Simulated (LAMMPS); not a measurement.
MD of HfO2 (fluorite) at zero pressure, 324 atoms, as a crystal; each row is its own run.

Model: classical MD, Buckingham potential of Lewis and Catlow, J. Phys. C 18, 1149 (1985), first set, used with rigid ions (no shells), PPPM sums, short-range terms cut at 10 Å, modified for these runs by an r^-4 repulsive force inside the short-range force's maximum (LAMMPS).

```
T (K)  volume (Å³/atom)
-----  ----------------
200              11.074
300              11.095
1370             11.340
1830             11.456
2290             11.576
2740             11.706
3660             11.961
```

Task: Fit a straight line, y = a + b x, to these rows (x is the first column, y the second) and predict the run at x = 3200.

Result: Least squares gives a = 11.008 and b = 0.0002545. At x = 3200 the fit predicts 11.822 Å³/atom. The run itself gave 11.825 ± 0.002 Å³/atom, so the fit is 0.025 % low.

Caution: the potential ionic pair potential lewis1985a is fitted to static crystal properties with a polarisable anion, which is rigid here.

Caution: in nature this polymorph isn't the stable one over the whole range of temperature at this pressure, and short runs keep a crystal in its starting form.

Caution (rows 1370; 1830; 2290; 2740; 3200; 3660): a run this short can hold a crystal over, or a liquid under, the potential's own melting point, which these runs don't give.
